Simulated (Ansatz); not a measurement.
```
CELL_PARAMETERS angstrom
      3.52973     0.00000     0.00000
     -1.76486     3.05683     0.00000
      0.00000     0.00000     5.54896
ATOMIC_POSITIONS crystal
  Hf 0.00000 0.00000 0.00000
  S  0.66667 0.33333 0.26431
  S  0.33333 0.66667 0.73569
```

No spin polarisation.

Level of theory: Kohn–Sham DFT with the PBEsol-D3(BJ) functional, run in Ansatz (a first-principles code) with PAW and 420 eV plane waves, spin-orbit coupling left out. Settings: 11×11×6 k-points, 0.05 eV Fermi–Dirac smearing.

### Question
What valence-band top at Γ (three highest levels, from the VBM) does the calculation give?

### Answer
0.00, -0.29, -0.29 eV.

### Question
Predict the band gap.

### Answer
0.36 eV.

### Question
Predict the gap character.

### Answer
Indirect, Γ → L.

With Hf present, leaving out spin-orbit coupling can change the band edges. The cells carry an imposed strain or load. Stability against distortions was not tested. The cell was made from HfS₂ in the CdI2 type structure (space group P-3m1, No. 164; layered, stacked along the Cartesian z axis) by this change: isotropic strain −0.50 %.
